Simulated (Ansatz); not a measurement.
# Migration barriers: Si-vacancy pair in rock-salt TiN, neutral cell

Defect migration in rock-salt TiN: Si-vacancy pair (Si on one host Ti site, one Ti site vacant), neutral cell. Calculation: PBE, PAW (plane waves to 420 eV; Ansatz, a first-principles code).

Cell of 64 host sites held at the relaxed PBE lattice; a 2×2×2 k-point mesh shifted by half a step; Fermi-Dirac width 0.10 eV, spin-restricted; finite-size errors left in. Energies are static. Forms of the defect that were not tried may lie lower.

Barriers: single points on a 4×4×4 k-point mesh shifted by half a step at the bands' geometries (they differ from the bands' own by up to 0.05 eV, and are uncertain by about as much).

```json
[
 {"Route": "direct exchange of Si with the vacancy (Si-vacancy distance between ideal sites 3.00 Å throughout)", "Start site over the lowest site run (eV)": "0.00", "Hop (Å)": "2.79", "Forward barrier (eV)": "1.02", "Backward barrier (eV)": "1.02", "Neighbours at the start": "2 N at 1.91, 2 N at 1.99, 2 N at 2.03 Å", "Neighbours at the saddle": "2 N at 1.67, N at 1.76 Å", "Saddle order": "first order", "Forward, on the band's own sampling (eV)": "0.97"}
]
```

Paths come from climbing-image nudged elastic band runs.
